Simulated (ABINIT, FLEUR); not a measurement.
A FLEUR input for a self-consistent single point of Ga3Hg (I4/mmm, 4 atoms in the cell) (DFT, PBEsol, all-electron FLAPW (FLEUR), scalar-relativistic valence):

Input of the input generator:

```
scf Ga3Hg
&input film=f /
-4.0087988604 4.0087988604 8.7760109550
4.0087988604 -4.0087988604 8.7760109550
4.0087988604 4.0087988604 -8.7760109550
1.0
1.0 1.0 1.0

4
31 0.7500000000 0.2500000000 0.5000000000
31 0.2500000000 0.7500000000 0.5000000000
31 0.5000000000 0.5000000000 0.0000000000
80 0.0000000000 0.0000000000 0.0000000000

&comp jspins=1 /
&exco xctyp='PBEs' /
&kpt div1=7 div2=7 div3=7 /
&end /
```

```xml
<?xml version="1.0" encoding="UTF-8" standalone="no"?>
<fleurInput fleurInputVersion="0.39">
   <comment>
      scf Ga3Hg                                                                                           
   </comment>
   <calculationSetup>
      <cutoffs Kmax="3.8" Gmax="13.3" GmaxXC="13.3" numbands="0"/>
      <scfLoop itmax="60" minDistance="0.00001" maxIterBroyd="99" imix="Anderson" alpha="0.05" precondParam="0.0" spinf="2.0"/>
      <coreElectrons ctail="T" frcor="F" kcrel="0" coretail_lmax="0"/>
      <xcFunctional name="PBEs" relativisticCorrections="F"/>
      <magnetism jspins="1"/>
      <soc l_soc="F" theta="0.0" phi="0.0" spav="F"/>
      <expertModes spex="0" secvar="F"/>
      <geometryOptimization l_f="T" forcealpha="1.0" forcemix="BFGS" epsdisp="0.00001" epsforce="0.00001"/>
      <ldaU l_linMix="F" mixParam="0.05" spinf="1.0"/>
   </calculationSetup>
   <cell>
      <bzIntegration valenceElectrons="57.0" mode="hist" fermiSmearingEnergy="0.00499791">
         <kPointListSelection listName="default-1"/>
         <!-- k-points included here -->
         <xi:include xmlns:xi="http://www.w3.org/2001/XInclude" href="kpts.xml"> </xi:include>
      </bzIntegration>
      <!-- symmetry operations included here -->
      <xi:include xmlns:xi="http://www.w3.org/2001/XInclude" href="sym.xml"> </xi:include>
      <bulkLattice scale="1.0">
         <bravaisMatrix>
            <row-1>   -4.0087988603999998     4.0087988603999998     8.7760109550000003</row-1>
            <row-2>    4.0087988603999998    -4.0087988603999998     8.7760109550000003</row-2>
            <row-3>    4.0087988603999998     4.0087988603999998    -8.7760109550000003</row-3>
         </bravaisMatrix>
      </bulkLattice>
   </cell>
   <atomSpecies>
      <species name="Gallium (Ga)" element="Ga" atomicNumber="31">
         <mtSphere radius="2.64" gridPoints="913" logIncrement="0.014"/>
         <atomicCutoffs lmax="10" lnonsphr="8"/>
         <electronConfig flipSpins="F">
            <coreConfig>(1s1/2) (2s1/2) (2p1/2) (2p3/2) (3s1/2) (3p1/2) (3p3/2)</coreConfig>
            <valenceConfig>(4s1/2) (3d3/2) (3d5/2) (4p1/2) (4p3/2)</valenceConfig>
            <stateOccupation state="(4p1/2)" spinUp="0.1666666666667" spinDown="0.1666666666667"/>
            <stateOccupation state="(4p3/2)" spinUp="0.3333333333333" spinDown="0.3333333333333"/>
         </electronConfig>
         <energyParameters s="4" p="4" d="3" f="4"/>
         <lo type="HELO" l="2" n="4" eDeriv="0"/>
      </species>
      <species name="Mercury (Hg)" element="Hg" atomicNumber="80">
         <mtSphere radius="2.64" gridPoints="913" logIncrement="0.015"/>
         <atomicCutoffs lmax="10" lnonsphr="8"/>
         <electronConfig flipSpins="F">
            <coreConfig>(1s1/2) (2s1/2) (2p1/2) (2p3/2) (3s1/2) (3p1/2) (3p3/2) (4s1/2) (3d3/2) (3d5/2) (4p1/2) (4p3/2) (5s1/2) (4d3/2) (4d5/2) (4f5/2) (4f7/2)</coreConfig>
            <valenceConfig>(5p1/2) (5p3/2) (6s1/2) (5d3/2) (5d5/2)</valenceConfig>
         </electronConfig>
         <energyParameters s="6" p="6" d="5" f="5"/>
         <lo type="SCLO" l="1" n="5" eDeriv="0"/>
         <lo type="HELO" l="2" n="6" eDeriv="0"/>
      </species>
   </atomSpecies>
   <atomGroups>
      <atomGroup species="Gallium (Ga)">
         <relPos label="                   1">-1.000/4.000 1.000/4.000 1.000/2.000</relPos>
         <relPos label="                   2">1.000/4.000 -1.000/4.000 1.000/2.000</relPos>
         <force calculate="T" relaxXYZ="TTT"/>
      </atomGroup>
      <atomGroup species="Gallium (Ga)">
         <relPos label="                   3">1.000/2.000 1.000/2.000 .0000000000</relPos>
         <force calculate="T" relaxXYZ="TTT"/>
      </atomGroup>
      <atomGroup species="Mercury (Hg)">
         <relPos label="                   4">.0000000000 .0000000000 .0000000000</relPos>
         <force calculate="T" relaxXYZ="TTT"/>
      </atomGroup>
   </atomGroups>
   <output dos="F" band="F" slice="F">
      <checks vchk="F" cdinf="F"/>
      <bandDOS minEnergy="-.5*Htr" maxEnergy="0.5*Htr" sigma="0.015" storeEVData="T"/>
      <vacuumDOS vacdos="F" integ="F" star="F" nstars="0" locx1="0.0" locy1="0.0" locx2="0.0" locy2="0.0" nstm="0" tworkf="0.0"/>
      <unfoldingBand unfoldBand="F" supercellX="1" supercellY="1" supercellZ="1"/>
      <plotting iplot="0" polar="F">
         <plot TwoD="T" vec1="  1.0  0.0  0.0" vec2="  0.0  1.0  0.0" vec3="  0.0  0.0  1.0" zero="  0.0  0.0  0.0" file="plot"/>
      </plotting>
      <chargeDensitySlicing numkpt="0" minEigenval="0.0" maxEigenval="0.0" nnne="0" pallst="F"/>
      <specialOutput eonly="F"/>
      <magneticCircularDichroism mcd="F" energyLo="-10.0" energyUp="0.0"/>
   </output>
  <!-- We include the file relax.xml here to enable relaxations (see documentation) -->
  <xi:include xmlns:xi="http://www.w3.org/2001/XInclude" href="relax.xml"> <xi:fallback/> </xi:include>
</fleurInput>
```

Task: Translate this input to ABINIT.

Result: This is the input that was run; spellings and numerical settings could be chosen otherwise.

```
# Ga3Hg, PseudoDojo nc-sr-04 PBEsol standard
pp_dirpath "./"
pseudos "Ga.upf, Hg.upf"
acell 3*1.0
rprim
        -4.0087988604    4.0087988604    8.7760109550
         4.0087988604   -4.0087988604    8.7760109550
         4.0087988604    4.0087988604   -8.7760109550
natom 4
ntypat 2
znucl 31 80
typat 1 1 1 2
xred
         0.7500000000    0.2500000000    0.5000000000
         0.2500000000    0.7500000000    0.5000000000
         0.5000000000    0.5000000000    0.0000000000
         0.0000000000    0.0000000000    0.0000000000
ecut 1088 eV
occopt 3
tsmear 0.00499791
nband 39
kptopt 1
ngkpt 7 7 7
nshiftk 1
shiftk 0 0 0
nstep 100
tolvrs 1.0e-12
prtwf 0
prtden 0
enunit 1
```

Basis settings and potentials, where a program has them, do not carry over. This input uses DFT, PBEsol, plane waves, norm-conserving pseudopotentials (PseudoDojo nc-sr-04 PBEsol standard).

The starting cell comes from a database of computed structures (which also holds hypothetical and non-ambient phases and stackings), without a prior relaxation at this level.
